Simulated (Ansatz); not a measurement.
Effect of biaxial strain +0.50 %, plane normal [001], relaxed out of plane on ZnSe

Consider ZnSe in the zinc blende structure (space group F-43m, No. 216; a = 5.666 Å). Axes: x, y, z lie along the cube axes.

Perturbation: biaxial strain +0.50 %, plane normal [001], relaxed out of plane (Cartesian); in-plane vectors clamped, the third vector and the atoms free.

Computed with r2SCAN in Ansatz (plane waves to 500 eV, PAW, no spin-orbit coupling). k-mesh 10×10×10 (Γ-centred); smearing 0.05 eV (Fermi–Dirac).

- Space group = I-4m2 (No. 119) (base F-43m (No. 216))
- Energy relative to the base (free energy F) = +0.3 meV/atom
- Band gap = 1.82 eV (base 1.87 eV)
- Gap character = direct at Γ (base direct at Γ)
- Electron mass = 0.12 mₑ (at Γ) (base 0.12 mₑ (at Γ))
- Hole mass = 0.13 mₑ out of plane, 0.60 mₑ in plane (at Γ)
- Valence-band top at Γ (three highest levels, from the VBM) = 0.00, -0.04, -0.04 eV (base 0.00, 0.00, 0.00 eV)
- Valley order (the lowest conduction-band minima on the path, energy above the VBM, named in the base's zone) = Γ 1.82 eV; L along [1-1-1] 3.02 eV; X along [001] 3.28 eV (base Γ 1.87 eV; L along ⟨111⟩ 3.05 eV; X along ⟨100⟩ 3.34 eV)
- Out-of-plane strain = -0.59 %
- Mean in-plane stress (compression positive) = -0.4 GPa

Final structure (turned so that z lies along the plane normal):

```yaml
crystal:
  lattice:
    - [4.02618, 0.00000, 0.00000]
    - [0.00000, 4.02618, 0.00000]
    - [2.01309, -2.01309, 2.81593]
  atoms:
    - { symbol: Zn, position: [0.00000, 0.00000, 0.00000] }
    - { symbol: Se, position: [0.75000, 0.75000, 0.50000] }
```

Masses are band curvatures over ±0.01 Å⁻¹ around the edge. No phonon test of stability was made. k-point labels follow each cell's own Brillouin zone.

Ansatz is an electronic-structure program.
